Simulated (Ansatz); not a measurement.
Input:

End structure of a constructed model of the (110) surface of bcc Mo, a cell of two sites (a+b, b-a) layer of Cl, one a cell, on the site that continues the host's stacking (bottom of the slab: a bare face, its two planes held):

```yaml
crystal:
  lattice:
    - [1.82490, 2.58080, 0.00000]
    - [-3.64980, 2.58080, 0.00000]
    - [0.00000, 0.00000, 29.50000]
  atoms:
    - { symbol: Mo, position: [0.50000, 0.00000, 0.27391] }
    - { symbol: Mo, position: [0.00000, 0.50000, 0.27391] }
    - { symbol: Mo, position: [0.00000, 0.00000, 0.34967] }
    - { symbol: Mo, position: [0.50000, 0.50000, 0.34967] }
    - { symbol: Mo, position: [0.50000, 0.00000, 0.42522] }
    - { symbol: Mo, position: [0.00000, 0.50000, 0.42574] }
    - { symbol: Mo, position: [0.00000, 0.00000, 0.50203] }
    - { symbol: Mo, position: [0.50000, 0.50000, 0.50060] }
    - { symbol: Mo, position: [0.50000, 0.00000, 0.57573] }
    - { symbol: Mo, position: [0.00000, 0.50000, 0.57922] }
    - { symbol: Mo, position: [0.00000, 0.00000, 0.65045] }
    - { symbol: Mo, position: [0.50000, 0.50000, 0.65127] }
    - { symbol: Cl, position: [0.50000, 0.00000, 0.71737] }
```

Slab: 13 atoms, 13.3 Å thick at the start with caps and adatoms (thin: gaps and levels are the slab's own); k 12x9x1, smearing 0.1 eV, dipole-corrected; 4 atoms held, the rest relaxed; symmetry of the start imposed; no spin, no spin-orbit, no U. It is one candidate, not shown to be the stable structure of the face.

Question: What is the computed work function of the top face (PBE in Ansatz, a program for electronic structure)?

Answer: 4.30 eV
